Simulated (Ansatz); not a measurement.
## TiB2: isotropic strain −2.50 %

Consider TiB$_{2}$ (space group P6/mmm, No. 191; a = 3.017 Å, c = 3.185 Å).

Perturbation: the cell is scaled by 0.9750 in all directions, atoms relaxed at fixed cell.

Calculations: Ansatz (an electronic-structure program) PBEsol, scalar-relativistic without spin-orbit coupling. k-mesh 13×13×10 (Γ-centred); smearing 0.05 eV (Fermi–Dirac).

The volume per atom shrinks by 0.61 Å³, from 8.37 Å³ to 7.76 Å³ and the space group stays P6/mmm (No. 191). The shortest interatomic distance falls by 0.0436 Å to 1.699 Å and the energy grows by 42 meV/atom. The band gap is still zero.

The mesh was chosen for an insulator and is coarse for the gapless case. Stability against distortions was not tested. The final runs are not spin-polarised.
